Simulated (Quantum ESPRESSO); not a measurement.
A working Quantum ESPRESSO input for Nb5Sb4 (C2/m, 9 atoms in the cell) (DFT, LDA (PZ), plane waves, GBRV 1.5 ultrasoft (LDA) pseudopotentials):

```fortran
&control
  calculation = 'scf'
  prefix = 'Nb5Sb4'
  outdir = './out'
  pseudo_dir = './'
  tprnfor = .true.
  tstress = .true.
/
&system
  ibrav = 0
  nat = 9
  ntyp = 2
  ecutwfc = 40
  ecutrho = 320
  occupations = 'smearing'
  smearing = 'gauss'
  degauss = 0.0036749
/
&electrons
  conv_thr = 1.0d-9
  mixing_beta = 0.4
/
ATOMIC_SPECIES
Nb    92.9064  nb_lda_v1.uspp.F.UPF
Sb   121.7600  sb_lda_v1.4.uspp.F.UPF
CELL_PARAMETERS angstrom
   7.363085000    -1.792260000     0.000000000
   7.363085000     1.792260000     0.000000000
  -7.343845000     0.000000000     7.363355000
ATOMIC_POSITIONS crystal
Nb    0.000000000    0.000000000    0.000000000
Nb    0.626490000    0.626490000    0.315470000
Nb    0.373510000    0.373510000    0.684530000
Nb    0.689060000    0.689060000    0.061390000
Nb    0.310940000    0.310940000    0.938610000
Sb    0.709050000    0.709050000    0.654910000
Sb    0.290950000    0.290950000    0.345090000
Sb    0.945930000    0.945930000    0.237750000
Sb    0.054070000    0.054070000    0.762250000
K_POINTS automatic
6 6 3  0 0 0
```

The run converged in 14 iterations: free energy E − TS -18081.2037 eV; Fermi level (on the code's own zero) 14.56 eV; pressure -7.08 GPa; largest force (vector length) 0.261 eV/Å. Each of these slips is then made, one at a time:

(1)
```diff
-  conv_thr = 1.0d-9
+  conv_thr = 1.0d-2
```

(2)
```diff
-  degauss = 0.0036749
+  degauss = 0.05
```

Q: How does each altered input end?

A: 
(1) A convergence threshold that is too loose. The run converged in 7 iterations without an error; against the sound input the free energy rises by 6.0 meV/atom, the pressure goes from -7.08 to -5.94 GPa and the largest force goes from 0.261 to 1.346 eV/Å. The full log also holds: “SCF correction compared to forces is large: reduce conv_thr to get better values”.

(2) An energy in the wrong unit. The run converged in 15 iterations without an error; against the sound input the free energy drops by 57.9 meV/atom, the pressure goes from -7.08 to -6.41 GPa and the largest force goes from 0.261 to 0.276 eV/Å.

The starting cell comes from a database of computed structures (which also holds hypothetical and non-ambient phases and stackings), without a prior relaxation at this level. Spin polarisation is off. In the base run, with a pressure of about -7 GPa the cell is away from its equilibrium volume at this level.

Left out of this page: 5 runs of the series outside the window shown, repeating another row's setting, or not comparable.
